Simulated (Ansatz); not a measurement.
Band structure of CdTe (F-43m, 2 atoms in the cell).

```xyz
2
Lattice="0.0000 3.2920 3.2920 3.2920 0.0000 3.2920 3.2920 3.2920 0.0000" Properties=species:S:1:pos:R:3 pbc="T T T"
Cd     0.0000     0.0000     0.0000
Te     1.6460     1.6460     1.6460
```

Method: PBE (plane waves, PAW; Ansatz, a first-principles code).

Settings: basis.ecutwfc = 420 eV; kpoints.mp_grid.grid = 9 9 9; hamiltonian.xc = pbe; hamiltonian.pseudopotentials = {kind: paw} (the program's default PAW files); scf.occupations.method = fixed; kpoints.band_path.npoints = 8.

The starting cell comes from a database of computed structures (which also holds hypothetical and non-ambient phases and stackings), without a prior relaxation at this level. Its lattice was rescaled by a random factor within 2.5 % of one. Spin-orbit coupling is off.

Question: Predict the gap along the standard path and the places of the band edges.

Answer: The gap along the path is 0.63 eV, direct at Γ to within 0.01 eV.

Levels in eV from the top of the valence band on the path, bands 15 to 21:
```csv
point,15,16,17,18,19,20,21
Γ,-7.90,0.00,0.00,0.00,0.63,4.65,4.65
X,-7.46,-4.08,-1.70,-1.70,2.68,2.72,8.57
W,-7.39,-3.96,-2.14,-2.00,4.09,4.70,5.51
K,-7.42,-3.98,-2.34,-1.41,2.93,4.46,7.26
L,-7.58,-4.16,-0.71,-0.71,1.78,5.22,5.22
U,-7.42,-3.98,-2.34,-1.41,2.93,4.46,7.26
```

Keys are those of Ansatz 0.2.
